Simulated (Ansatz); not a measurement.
The starting structures come from a database of crystals and need not be the phases stable at ambient conditions.

 Where the default PAW files enter, the runs use the earlier of Ansatz's two default sets.

## Evanescent states of Na2H6PtO6 (P-3, not sure to be the ambient phase, 15 atoms a cell, 8.9 Å³ an atom, -2 GPa at this level) along the normal of (001)

Level of theory: r2SCAN (plane waves, PAW; Ansatz, a first-principles code).

The gap is the functional's own, uncorrected, and κ follows it; spin-orbit coupling is left out. Mid-gap values are interpolated between the computed energies.

Energies count from the valence-band top; κ is the least over a 6×6 mesh across the current.

```json
[
 {"E (eV)": "0.07", "κ (1/Å)": "0.189", "where": "off Γ"},
 {"E (eV)": "0.23", "κ (1/Å)": "0.328", "where": "off Γ"},
 {"E (eV)": "0.38", "κ (1/Å)": "0.423", "where": "off Γ"},
 {"E (eV)": "0.53", "κ (1/Å)": "0.501", "where": "off Γ"},
 {"E (eV)": "0.68", "κ (1/Å)": "0.511", "where": "Γ"},
 {"E (eV)": "0.82", "κ (1/Å)": "___", "where": "Γ"},
 {"E (eV)": "0.97", "κ (1/Å)": "___", "where": "Γ"},
 {"E (eV)": "1.12", "κ (1/Å)": "___", "where": "Γ"},
 {"E (eV)": "1.27", "κ (1/Å)": "___", "where": "Γ"},
 {"E (eV)": "1.43", "κ (1/Å)": "___", "where": "Γ"},
 {"E (eV)": "1.57", "κ (1/Å)": "___", "where": "Γ"},
 {"E (eV)": "1.73", "κ (1/Å)": "___", "where": "Γ"},
 {"E (eV)": "1.88", "κ (1/Å)": "___", "where": "Γ"},
 {"E (eV)": "2.02", "κ (1/Å)": "___", "where": "off Γ"},
 {"E (eV)": "2.17", "κ (1/Å)": "___", "where": "off Γ"},
 {"E (eV)": "2.33", "κ (1/Å)": "0.383", "where": "off Γ"},
 {"E (eV)": "2.48", "κ (1/Å)": "0.343", "where": "off Γ"},
 {"E (eV)": "2.62", "κ (1/Å)": "0.293", "where": "off Γ"},
 {"E (eV)": "2.77", "κ (1/Å)": "0.224", "where": "off Γ"},
 {"E (eV)": "2.92", "κ (1/Å)": "0.100", "where": "off Γ"}
]
```

Question: Some entries are withheld; supply them.

Answer: 
- 0.82, κ (1/Å): 0.503
- 0.97, κ (1/Å): 0.496
- 1.12, κ (1/Å): 0.490
- 1.27, κ (1/Å): 0.483
- 1.43, κ (1/Å): 0.477
- 1.57, κ (1/Å): 0.470
- 1.73, κ (1/Å): 0.463
- 1.88, κ (1/Å): 0.456
- 2.02, κ (1/Å): 0.445
- 2.17, κ (1/Å): 0.416
